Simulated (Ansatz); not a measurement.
A computed series for BaHfO3: response to strain

Consider BaHfO3 in the cubic perovskite structure (space group Pm-3m, No. 221; a = 4.206 Å).

Strains are applied to the cell and any free atomic positions relax.

Calculations: PBE (Ansatz, an electronic-structure program; PAW; 420 eV plane waves; without spin-orbit coupling).

| isotropic strain (%) | pressure (GPa) |
|---|---|
| -3 | 17.3 |
| -2.4 | 13.3 |
| -1.8 | ? |
| -1.2 | 6.1 |
| 0 | 0.0 |

Task: Fit P = P₀ − Bδ + Cδ² with δ = (1 + ε)³ − 1 to the rows shown and predict the withheld row.

Result: Least squares on the printed values gives P₀ = 0.0 GPa, B = 153 GPa, C = 516 GPa (largest residual 0.0 GPa); this predicts 9.6 GPa, and the run gives 9.5 GPa, in agreement.

Whether these cells are dynamically stable was not tested.
